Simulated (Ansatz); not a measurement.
# How the band gap of MgS (model structure, from the HgTe type, Fm-3m, No. 225) moves with the method

No measured value is used here.

**Question.** Put these levels in order of the band gap that they give for MgS (model structure, from the HgTe type, Fm-3m, No. 225), smallest first: PBE0 (Ansatz, a first-principles code), r²SCAN (Ansatz), r²SCAN0 (Ansatz).

**Answer.** r²SCAN (3.49 eV), PBE0 (4.55 eV), r²SCAN0 (4.99 eV)

Unless a cell is named, each level is at its own relaxed cell.

Computed values are for a static lattice.  Values are at the PBEsol cell. Cutoffs and k meshes differ between the levels. Ansatz's density-functional and Hartree–Fock values are scalar-relativistic unless marked +SOC, with PAW data made under PBE.

A model structure was made by putting elements into a prototype or built by hand; it is no filed structure, need not be a known phase, and can be a saddle point held by its symmetry.
